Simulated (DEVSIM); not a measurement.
Device: abrupt Ge p-n junction, at 250 K.

Layer 1 from the left is Ge, thickness (μm) 1.20, Na (cm⁻³) 8.7e15, τn (s) 1.4e-6, τp (s) 1.4e-6. Layer 2 from the left is Ge, thickness (μm) 120, Nd (cm⁻³) 1.6e15, τn (s) 1.4e-6, τp (s) 1.4e-6.

Left contact: ohmic. Right contact: ohmic. Voltage is applied to the left contact. Recombination: SRH at mid-gap, radiative, Auger. Mobility is constant in doping.

This is a model device: material constants are rounded textbook-type values typed into the input, and sizes, dopings and lifetimes were drawn at random. Values at 300 K; Nc and Nv go as T^1.5, mobilities as T to minus their exponent, the gap by Varshni's rule with the affinity fixed.

Ge: gap (eV) 0.664, affinity (eV) 4, permittivity 16, Nc (cm⁻³) 1.04e19, Nv (cm⁻³) 6e18, μn (cm²/Vs) 3900, μp (cm²/Vs) 1900, T exponent of μn 1.66, T exponent of μp 2.33, B (cm³/s) 6.4e-14, Cn (cm⁶/s) 1e-31, Cp (cm⁶/s) 1e-31, Varshni α (eV/K) 0.000477, Varshni β (K) 235.

Question: Estimate by hand the built-in potential, the peak field at zero bias, the capacitance at -6 V, and compare with a numerical solution.

Answer: 
- Built-in potential: ni = √(Nc Nv) exp(−Eg/2kT) = 7.88e11 cm⁻³ with Eg = 0.683 eV; Vbi = kT/q ln(Na Nd/ni²) = 0.365 V; numerical 0.365 V.
- Peak field at zero bias: depletion approximation: W = √(2εVbi/(qN)) = 0.691 μm with N = 1.35e15 cm⁻³; field = 2Vbi/W = 10600 V/cm; numerical 9990 V/cm (estimate above by 5.7 %).
- Capacitance at -6 V: C = √(qεN / 2(Vbi + |V|)) = 4.91 nF/cm²; numerical 4.93 nF/cm².

DEVSIM, 1D drift-diffusion, Boltzmann statistics, complete ionisation; no tunnelling, impact ionisation, image-force lowering or self-heating.
